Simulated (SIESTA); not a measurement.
A self-consistent single point of ScAg4 (P1, 5 atoms in the cell) with SIESTA.

Method: LDA PW92, numerical atomic orbitals DZP, PseudoDojo LDA standard norm-conserving potentials (rewritten from UPF to PSML) run with SIESTA.

The change in words: atoms moved at random. Reference geometry:
```
CELL_PARAMETERS angstrom
     -3.30061     3.30061     2.04162
      3.30061    -3.30061     2.04162
      3.30061     3.30061    -2.04162
ATOMIC_POSITIONS crystal
  Sc 0.00000 0.00000 0.00000
  Ag 0.19961 0.59963 0.79924
  Ag 0.80039 0.40037 0.20076
  Ag 0.59963 0.80039 0.40002
  Ag 0.40037 0.19961 0.59998
```

Reference input (self-consistent single point, DFT, LDA PW92, numerical atomic orbitals DZP, PseudoDojo LDA standard norm-conserving potentials (rewritten from UPF to PSML)): XC.functional = LDA; XC.authors = PW92; potentials = PseudoDojo LDA standard; PAO.BasisSize = DZP; PAO.EnergyShift = 0.01 Ry; MeshCutoff = 400 Ry; kgrid.MonkhorstPack = 6 6 6; OccupationFunction = FD; ElectronicTemperature = 0.1 eV; MaxSCFIterations = 150; SCF.Mixer.Method = Broyden; SCF.Mixer.Weight = 0.25. This run's input differs from it in these lines:

```diff
@@ -18,7 +18,7 @@
 %block AtomicCoordinatesAndAtomicSpecies
-     0.000000000    0.000000000    0.000000000  1
-     3.958289549    1.317669524    0.000000000  2
-    -0.657679549    1.982940476    2.041625000  2
-     1.982940476    0.657679549    2.041625000  2
-     1.317669524    2.642930451    0.000000000  2
+    -0.026144132    0.039967086   -0.003329890  1
+     3.953051481    1.194520464    0.003325807  2
+    -0.649956121    1.926823505    2.007619694  2
+     2.012246592    0.755149863    2.063680675  2
+     1.312028782    2.684752481    0.011953714  2
 %endblock AtomicCoordinatesAndAtomicSpecies
```

Output (repeated stretches shortened):

```
        iscf     Eharris(eV)        E_KS(eV)     FreeEng(eV)     dDmax    Ef(eV) dHmax(eV)
   scf:    1   -17964.654501   -18115.518520   -18115.596065  1.078087 -1.592599 23.163413
   scf:    2   -18163.429484   -18175.931444   -18175.980546  1.025437 -2.226281 14.947904
   scf:    3   -18182.806200   -18179.864595   -18179.920766  0.157689 -2.421235  7.559430
   scf:    4   -18172.950801   -18179.085610   -18179.172331  0.216890 -3.247875  7.719441
   scf:    5   -18180.043261   -18181.116986   -18181.179679  0.139768 -2.732608  2.822873
   [... 5 lines left out ...]
   scf:   11   -18181.337729   -18181.337644   -18181.405857  0.000405 -2.904362  0.001012
   scf:   12   -18181.337647   -18181.337645   -18181.405857  0.000021 -2.904420  0.000340
   scf:   13   -18181.337646   -18181.337645   -18181.405857  0.000012 -2.904451  0.000233
   scf:   14   -18181.337646   -18181.337646   -18181.405857  0.000009 -2.904465  0.000146
SCF Convergence by DM+H criterion
max |DM_out - DM_in|         :     0.0000089326
max |H_out - H_in|      (eV) :     0.0001463026
SCF cycle converged after 14 iterations

Using DM_out to compute the final energy and forces

siesta: E_KS(eV) =           -18181.3376

siesta: E_KS - E_eggbox =    -18181.3376

siesta: Atomic forces (eV/Ang):
     1    0.437520   -0.259130   -0.001519
     2   -0.100561    0.586292    0.012494
     3   -0.166734    0.307167    0.125599
     4   -0.184582   -0.387920   -0.078148
     5    0.013548   -0.249070   -0.058377
   Tot   -0.000811   -0.002661    0.000048
   Max    0.586292
   Res    0.259075    sqrt( Sum f_i^2 / 3N )
   Max    0.586292    constrained

Stress tensor Voigt[x,y,z,yz,xz,xy] (kbar):       93.84       91.39       97.54       -1.72        0.57       -0.42
   [... lines left out ...]
siesta: FreeEng =    -18181.405857
   [... lines left out ...]
siesta:     0.058573   -0.000262    0.000356
siesta:    -0.000262    0.057041   -0.001076
siesta:     0.000356   -0.001076    0.060879

siesta: Cell volume =         88.966066 Ang**3

siesta: Pressure (static):
siesta:                Solid            Molecule  Units
siesta:          -0.00064075         -0.00063099  Ry/Bohr**3
siesta:          -0.05883110         -0.05793465  eV/Ang**3
siesta:         -94.25780661        -92.82154173  kBar
```

The run converged in 14 iterations. Against the reference run the free energy goes up by 17.6 meV/atom, the pressure goes from -10.06 to -9.43 GPa and the largest force goes from 0.022 to 0.595 eV/Å.

The starting cell comes from a database of computed structures (which also holds hypothetical and non-ambient phases and stackings), without a prior relaxation at this level. For this run, on top of that: atoms moved at random. Values carry the incompleteness of an atom-centred basis. With a pressure of about -9 GPa the cell is away from its equilibrium volume at this level.

Cost on one core of a shared machine: roughly 40 s.
